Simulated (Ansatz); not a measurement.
Where the default PAW files enter, the runs use the earlier of Ansatz's two default sets.

Inside the gap of an insulator the Bloch states are evanescent, with a wavenumber k + iκ along the transport direction.

Input:

```
CSi
1.0
    3.01716     0.00000     0.00000
   -1.50858     2.61294     0.00000
    1.50858    -0.87098     2.46350
Si C
1 1
Direct
  0.25000   0.75000   0.25000
  0.00000   0.00000   0.00000
```

Space group of this cell: F-43m, zinc blende. The cell is strained (all lengths scaled by 0.98); by r2SCAN its mean pressure is 16.0 GPa.

Transport runs along the normal of the first two printed cell vectors, the (111) plane of the conventional cell.

No gap correction and no spin-orbit coupling; mid-gap is the computed energy nearest the middle.

Problem. Estimate the band gap and the smallest decay constant κ at mid-gap that r2SCAN (Ansatz, an electronic-structure program) returns for this system.

Solution. Gap 1.67 eV on a 12×12×12 mesh; κ = 0.204 1/Å, at the zone centre.
